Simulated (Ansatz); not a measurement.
## Ca in the fcc (Cu type) structure (space group Fm-3m, No. 225)

```yaml
crystal:
  lattice:
    - [0.00000, 2.76322, 2.76322]
    - [2.76322, 0.00000, 2.76322]
    - [2.76322, 2.76322, 0.00000]
  atoms:
    - { symbol: Ca, position: [0.00000, 0.00000, 0.00000] }
```

Level of theory: PBE, PAW, 420 eV (Ansatz, a program for electronic structure; without spin-orbit coupling), earlier PAW set. k-mesh 15×15×15 (Γ-centred); smearing 0.05 eV (Fermi–Dirac).

```yaml
volume_per_atom: 42.20 Å³
density: 1.58 g/cm³
band_gap: zero
total_energy: -1816.862 eV/atom (σ→0; compares only within this code and set-up)
```

No phonon test of stability was made.
